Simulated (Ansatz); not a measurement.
Te (model structure, started from the diamond type, Fd-3m, No. 227, 2 atoms in the cell) was calculated with PBEsol (PAW; Ansatz, an electronic-structure program).

Run with plane-wave cutoff 520 eV, 16×16×16 k mesh, Fermi–Dirac smearing 0.05 eV, scalar-relativistic PAW data made under PBE.

Cell (relaxed at this level):

```xyz
2
Lattice="0.0000 3.5293 3.5293 3.5293 0.0000 3.5293 3.5293 3.5293 0.0000" Properties=species:S:1:pos:R:3 pbc="T T T"
Te     1.7646     1.7646     1.7646
Te     0.0000     0.0000     0.0000
```

Give the computed bulk modulus.


- bulk modulus: 30.3 GPa

The run finds no gap.

Note: the bulk modulus is −V dP/dV from two relaxed cells at ±2 % in volume; the relaxation could raise the start's symmetry but not lower it, so the cell can be a saddle point.

Spin–orbit coupling is not included; it can open a gap where bands touch, and shift volumes and moduli.

The result took very roughly 30 core-seconds.

A model structure was made by putting elements into a prototype or built by hand; it is no filed structure, need not be a known phase, and can be a saddle point held by its symmetry.
